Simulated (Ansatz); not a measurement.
Abridged Ansatz (a quantum-chemistry and plane-wave program) output:

```
Relaxation: its limit of steps is 60 (relax.max_steps)
Pseudopotential: Te, paw, valence charge 16
Pseudopotential: Sb, paw, valence charge 15
Pseudopotential: Ge, paw, valence charge 14
Crystal: 9 atoms, lattice volume = 230.870 Å³
Basis set: ecut = 420 eV, 4543 PW (Γ), exchange–correlation on 54×54×240 points (8 copies of the dense FFT grid, shifted against one another)
Bands: 83, of which v1, the nominal top of the filled ones, is band 69 counted from 1 (68 counted from 0)
Symmetry: 12 space group operations
k-points: 56 of 507
Functional: x = pbesol(κ = 0.804, μ = 0.12345679012345678), c = pbesol(β = 0.046)
SCF iter   1: F=—  HF=-55835.140737 eV  |F-HF|=—  |Δ(HF+E_count)|=         —  Δρ=3.33e-3  dr2=3.74e-1  ethr=1.77e-3  ⟨swp⟩=6.3  Hψ=17798  notcnv=0  defer=71
SCF iter   2: F=—  HF=-55835.120684 eV  |F-HF|=—  |Δ(HF+E_count)|=   2.01e-2  Δρ=2.21e-3  dr2=2.00e-1  ethr=2.71e-4  ⟨swp⟩=1.3  Hψ=5446  notcnv=0  defer=165
SCF 1 converged in 9 iterations: F = -55835.106583 eV  dr2 = 9.13e-8
relax step   1: F+E_penalty+E_count = -55835.10658285 eV  Δ(F+E_penalty+E_count) = +0.000e0 eV  max|allowed force component| = 3.700e-4 eV/Å  Δτ_max = 0.0000 Å  P = +4.202 GPa  Ω = 230.870 Å³  (9 SCF iters, dr2 threshold 1.00e-7 eV, accepted)
[... steps on the carried basis left out ...]
relax step   8: F+E_penalty+E_count = -55834.52598243 eV  Δ(F+E_penalty+E_count) = +3.338e-3 eV  max|allowed force component| = 5.248e-4 eV/Å  Δτ_max = 0.0000 Å  P = +9.002 GPa  Ω = 216.657 Å³  stress off target by 5.65e-3 GPa  SCF on the basis re-selected at this cell (its energy is not comparable with the rows above)  (8 SCF iters)
SCF converged after 8 iterations
Free energy (F): -55834.525982 eV
Internal energy: -55834.506954 eV  (E = F + TS)
E sigma→0 (E₀):  -55834.516468 eV
Entropy (-TS):   -0.019029 eV (-2.114 meV/atom)
Fermi energy:    12.827403 eV
  E_disp       = -4.429377  (pairwise vdW)
--- Forces (eV/Å), atoms counted from 1 ---
[...]
  atom   5  Te     0.00000000     0.00000000     0.00049613
  atom   6  Ge    -0.00000000     0.00000000     0.00052483
  atom   7  Ge     0.00000000    -0.00000000    -0.00052483
  atom   8  Te     0.00000000     0.00000000     0.00016524
  atom   9  Te    -0.00000000     0.00000000    -0.00016524
--- Stress (GPa, compression-positive) ---
        8.999767       0.000000      -0.000000
        0.000000       8.999767       0.000000
       -0.000000       0.000000       9.005646
  P = ⅓ Tr σ = 9.0017 GPa (90.017 kbar)
--- Relaxed structure (7 steps of the walk, 6 accepted, 1 SCFs on fresh bases) ---
  cell:  # Å, volume = 216.6572 Å³
    - [3.893511748482184, 9.317048169191011e-33, -1.489550957533119e-17]
    - [-1.946755874241092, 3.3718800841187395, 7.44775478766559e-18]
    - [-6.073292873961473e-17, -2.268970544818543e-32, 16.502868665319248]
  atoms:
    - { symbol: Te, position: [-1.5331871355723691e-35, 4.370146514556094e-35, 4.693779267017543e-20] }
    - { symbol: Sb, position: [0.3333333333333333, 0.6666666666666666, 0.1201411037395162] }
    - { symbol: Sb, position: [0.6666666666666666, 0.3333333333333333, 0.8798588962604837] }
    - { symbol: Te, position: [0.6666666666666666, 0.3333333333333333, 0.23266804778104938] }
    - { symbol: Te, position: [0.3333333333333333, 0.6666666666666666, 0.7673319522189505] }
    - { symbol: Ge, position: [1.7552007432069806e-20, -1.08448635874379e-33, 0.3407884956178717] }
    - { symbol: Ge, position: [-1.7552007432070576e-20, 8.86679727032303e-34, 0.6592115043821282] }
    - { symbol: Te, position: [0.3333333333333333, 0.6666666666666666, 0.43098429225974055] }
    - { symbol: Te, position: [0.6666666666666666, 0.3333333333333333, 0.5690157077402593] }
```

### Question
What was computed, and what are the main results?

### Answer
Ge2Sb2Te5, 9 atoms in the cell, with PBEsol-D3(BJ), PAW, 420 eV (Ansatz; no spin-orbit coupling), from a series relaxed to a target (pressure 9 GPa). The last SCF converged to F = -55834.525982 eV, or -6203.8362 eV per atom, at a pressure of 9.00 GPa. The total energy compares only with runs of the same code, potentials and settings.

Load acts through the strain it causes; cell and atoms are relaxed under it. Stability against distortions was not tested. No other phases were tried under pressure. The final runs are not spin-polarised. The cell was made from Ge₂Sb₂Te₅ (space group P-3m1, No. 164) by this change: pressure 9 GPa.

Keys are those of Ansatz 0.2.
